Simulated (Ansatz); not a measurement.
The parent structure is MgSe in the rock salt structure (space group Fm-3m, No. 225; a = 5.472 Å).

All numbers come from Kohn–Sham DFT with the r2SCAN functional, run in Ansatz (a program for electronic structure) with PAW and 500 eV plane waves, no spin-orbit coupling.

One change was made to it. Results:

| quantity | base | after |
|---|---|---|
| valley order (the lowest conduction-band minima on the path, energy above the VBM, named in the base's zone) | X along ⟨100⟩ 2.48 eV; Γ 3.44 eV | X along ⟨100⟩ 2.52 eV; Γ 3.60 eV |
| hole mass (degenerate bands, along [100]) | 0.20, 0.79, 0.79 mₑ (at Γ) | 0.20, 0.77, 0.77 mₑ (at Γ) |
| width of the top valence band | 2.47 eV | 2.54 eV |
| volume per atom | 20.48 Å³ | 20.04 Å³ |
| smallest direct gap | 3.44 eV | 3.60 eV |

What was done to the base?
(A) pressure 5 GPa
(B) pressure 3 GPa
(C) pressure 0.3 GPa
(D) pressure 1.5 GPa

D, pressure 1.5 GPa. For comparison, the valley order in the other runs: pressure 0.3 GPa gives X along ⟨100⟩ 2.49 eV; Γ 3.47 eV; pressure 3 GPa gives X along ⟨100⟩ 2.55 eV; Γ 3.74 eV; pressure 5 GPa gives X along ⟨100⟩ 2.59 eV; Γ 3.93 eV.

Load acts through the strain it causes; cell and atoms are relaxed under it. Effective masses come from finite differences of ±0.01 Å⁻¹. No phonon test of stability was made. Competing high-pressure phases were not computed.
